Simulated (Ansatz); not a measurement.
Worked example: relaxation of the atoms of TaAs (I4_1md, 4 atoms in the cell) in Ansatz (a program for electronic structure).

Level of theory: PBEsol, default PAW files made with PBE (plane waves; Ansatz).

```yaml
crystal:
  lattice:
    - [-1.70460, 1.70460, 5.80926]
    - [1.70460, -1.70460, 5.80926]
    - [1.70460, 1.70460, -5.80926]
  atoms:
    - { symbol: Ta, position: [0.49997, 0.99997, 0.50000] }
    - { symbol: Ta, position: [0.74997, 0.74997, 0.00000] }
    - { symbol: As, position: [0.08263, 0.58263, 0.50000] }
    - { symbol: As, position: [0.33263, 0.33263, 0.00000] }
```

Reference input (self-consistent single point, DFT, PBEsol, plane waves, default PAW files made with PBE): basis.ecutwfc = 420 eV; kpoints.mp_grid.grid = 7 7 7; hamiltonian.xc = pbesol; hamiltonian.pseudopotentials = {kind: paw} (the program's default PAW files); scf.occupations.method = methfessel_paxton; scf.occupations.width = 0.2 eV. This run's input differs from it in these lines:

```diff
@@ -19,2 +19,3 @@
   occupations: { method: methfessel_paxton, width: 0.2 }
+relax: {}
 output:
```

The program printed (abridged):

```
   [... SCF lines of the steps left out ...]
relax step   1: F+E_penalty+E_count = -29241.47673307 eV  Δ(F+E_penalty+E_count) = +0.000e0 eV  max|allowed force component| = 4.134e-2 eV/Å  Δτ_max = 0.0000 Å  (6 SCF iters, dr2 threshold 2.50e-6 eV, accepted)
relax step   2: F+E_penalty+E_count = -29241.47682675 eV  Δ(F+E_penalty+E_count) = -9.368e-5 eV  max|allowed force component| = 2.275e-2 eV/Å  Δτ_max = 0.0025 Å  (3 SCF iters, dr2 threshold 1.07e-7 eV, accepted)
relax step   3: F+E_penalty+E_count = -29241.47686802 eV  Δ(F+E_penalty+E_count) = -4.126e-5 eV  max|allowed force component| = 1.671e-5 eV/Å  Δτ_max = 0.0009 Å  (3 SCF iters, accepted)
the relaxation is at rest under the 8 symmetry operations that the run kept from its start: a minimum is not shown …
Stability not checked (fill_not_monotonic)
Free energy (F): -29241.476868 eV
Internal energy: -29241.475938 eV  (E = F + TS)
E sigma→0 (E₀):  -29241.476636 eV
Entropy (-TS):   -0.000930 eV (-0.232 meV/atom)
Fermi energy:    17.495962 eV
--- Forces (eV/Å), atoms counted from 1 ---
  atom   1  Ta     0.00000000    -0.00000000    -0.00003403
   [... lines left out ...]
  atoms:
    - { symbol: Ta, position: [0.5001105990080817, 1.0001105990080819, 0.5000000000000001] }
    - { symbol: Ta, position: [0.7501105990080819, 0.7501105990080819, 9.309571772778229e-20] }
    - { symbol: As, position: [0.08248940099191833, 0.5824894009919184, 0.5] }
    - { symbol: As, position: [0.33248940099191837, 0.33248940099191837, -9.309571772778203e-20] }
```

The run converged. 

Summary of the result:
| Item | Value |
|---|---|
| Free energy E − TS (on the zero of these files) | -29241.4769 eV |
| Pressure | 1.89 GPa |
| Relaxation steps | 3 |

The starting cell comes from a database of computed structures (which also holds hypothetical and non-ambient phases and stackings), without a prior relaxation at this level. Its lattice was rescaled by a random factor within 2.5 % of one. Spin polarisation is off. The relaxation keeps the symmetry of its start, so its end need not be a minimum. Ansatz's pressure includes its estimate of the finite-basis (Pulay) stress.

Keys are those of Ansatz 0.2.
